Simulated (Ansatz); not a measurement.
Relaxation of the outer planes of the (10-10) surface of wurtzite ZnO in its 1x1 cell (cut with top plane O + Zn, bottom plane O + Zn), outermost plane spacing 0.95 Å in the ideal cut.

Computed with PBE (plane waves to 420 eV, PAW; Ansatz, an electronic-structure program).

Set-up: 12 atoms, O6Zn6, 6.6 Å thick at the start (thin: gaps and levels are the slab's own); mesh 8x5x1; 0.025 eV smearing; dipole correction on; all atoms relaxed; start symmetry kept, larger cells not searched; no spin, no spin-orbit, no U.

| plane | atoms | bulk spacing to the next (Å) | relaxed spacing (Å) | change (%) | rumpling (Å) |
|---|---|---|---|---|---|
| 1 | O + Zn | 0.947 | 0.693 | -26.8 | 0.37 (O outermost) |
| 2 | O + Zn | 1.893 | 1.992 | 5.2 | 0.17 (Zn outermost) |
